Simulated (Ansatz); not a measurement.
Structures of equal composition on the (111)B surface of zinc-blende GaAs (As plane on top): 2x2 Si adatom at H3; 2x2 Si adatom at T4. The slabs share one bottom face, and each structure is named by its start. These are constructed structures in small cells; real faces may alloy, dewet or reconstruct in larger ones, and not all known structures of the face are among them. Slabs of about 14 Å, Fermi-Dirac smearing of 0.025 eV. Bottom of the slabs: H caps. Relaxed from the named starts with such symmetry as they have, on meshes of like density; energies extrapolated to zero smearing; spin only where a row says so; no spin-orbit coupling, no U. Brackets mark spin-polarised runs, whose order is one that fits the cell. Where a second, spin-polarised start was run, the lower counts.

Level of theory: r2SCAN, at the PBE geometry (plane waves to 500 eV, PAW; Ansatz, a program for electronic structure).

Order them by energy per 1x1 cell (lowest first) at the level r2SCAN, at the PBE geometry.

2x2 Si adatom at T4 (0.000 eV [spin, 1.0 μB a cell], gap 0.29 eV on the mesh), 2x2 Si adatom at H3 (0.061 eV [spin, 0.6 μB a cell], no gap on the mesh)
